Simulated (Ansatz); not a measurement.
Consider MoS2 in the 3R-MoS2 type structure (space group R3m, No. 160; layered, stacked along the Cartesian z axis).

```
CELL_PARAMETERS angstrom
      1.55780     0.89940     5.78545
     -1.55780     0.89940     5.78545
      0.00000    -1.79879     5.78545
ATOMIC_POSITIONS crystal
  Mo 0.00004 0.00004 0.00004
  S  0.75647 0.75647 0.75647
  S  0.57679 0.57679 0.57679
```

Cartesian axes are those of the cell as printed.

Structures relaxed with PBEsol-D3(BJ) (Ansatz, a first-principles code), spin-orbit coupling left out.

Base:

Simulated powder pattern, Cu Kα1, λ = 1.54056 Å (kinematic, ideal powder, no thermal factors, no anomalous dispersion; the 10 strongest lines at most, above 2 %, up to 2θ = 90°):

```csv
2θ (°),I/Imax (%),hkl
15.30,100,(003)
33.59,39,(101)
34.79,37,(012)
39.29,53,(104)
42.39,53,(015)
49.91,27,(107)
54.20,14,(018)
59.27,26,(110)
61.60,14,(113)
78.93,13,(119)
```

After one change:

Simulated powder pattern, Cu Kα1, λ = 1.54056 Å (kinematic, ideal powder, no thermal factors, no anomalous dispersion; the 10 strongest lines at most, above 2 %, up to 2θ = 90°):

| 2θ (°) | I/Imax (%) |
|---|---|
| 14.65 | 100 |
| 32.11 | 34 |
| 33.26 | 31 |
| 37.55 | 42 |
| 40.51 | 44 |
| 47.65 | 26 |
| 51.72 | 16 |
| 56.51 | 23 |
| 58.72 | 15 |
| 88.18 | 13 |

Question: What was done to the base?
(A) uniaxial strain ε_zz = −0.23 %
(B) uniaxial strain ε_yy = +5.69 %
(C) isotropic strain +4.45 %
(D) biaxial strain −3.27 %, plane normal [001], relaxed out of plane

Answer: C, isotropic strain +4.45 %. Its volume per atom is 18.47 Å³ against 16.21 Å³, and its space group is R3m (No. 160).

Stability against distortions was not tested.
